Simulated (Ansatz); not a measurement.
Given:

End structure of the (32-51) surface of hcp Zr in its 1x1 cell, outermost plane spacing 0.11 Å in the ideal cut:

```
CELL_PARAMETERS angstrom
      7.62078     0.00000     0.00000
     -2.66260     9.63239     0.00000
      0.00000     0.00000    26.50000
ATOMIC_POSITIONS crystal
  Zr 0.41872 0.81184 0.31321
  Zr 0.98944 0.78010 0.31848
  Zr 0.83829 0.43996 0.33571
  Zr 0.38143 0.40273 0.33778
  Zr 0.24114 0.05540 0.35439
  Zr 0.79719 0.99518 0.35921
  Zr 0.63367 0.67203 0.37830
  Zr 0.20108 0.60243 0.38573
  Zr 0.03668 0.28268 0.40284
  Zr 0.60163 0.22289 0.40571
  Zr 0.43867 0.89280 0.42356
  Zr 0.00234 0.83753 0.43122
  Zr 0.84747 0.50328 0.45036
  Zr 0.40958 0.43962 0.45412
  Zr 0.24894 0.11357 0.47412
  Zr 0.80974 0.05394 0.47738
  Zr 0.64857 0.72519 0.49718
  Zr 0.21832 0.66626 0.50282
  Zr 0.05715 0.33751 0.52262
  Zr 0.61795 0.27788 0.52588
  Zr 0.45731 0.95183 0.54588
  Zr 0.01942 0.88817 0.54964
  Zr 0.86455 0.55393 0.56878
  Zr 0.42822 0.49865 0.57644
  Zr 0.26526 0.16856 0.59429
  Zr 0.83021 0.10877 0.59716
  Zr 0.66581 0.78902 0.61427
  Zr 0.23322 0.71942 0.62170
  Zr 0.06971 0.39627 0.64079
  Zr 0.62575 0.33605 0.64561
  Zr 0.48546 0.98872 0.66222
  Zr 0.02860 0.95149 0.66429
  Zr 0.87745 0.61135 0.68152
  Zr 0.44817 0.57961 0.68679
```

Model: 34-atom slab, 10.3 Å thick at the start (thin: gaps and levels are the slab's own), 5x4x1 mesh, Fermi-Dirac 0.1 eV, dipole correction, single point; on the structure that PBE left under its start's symmetry; no spin, no spin-orbit, no U.

Give the work function of the top face at the level Ansatz (a program for electronic structure) with r2SCAN, at the PBE geometry.

3.26 eV
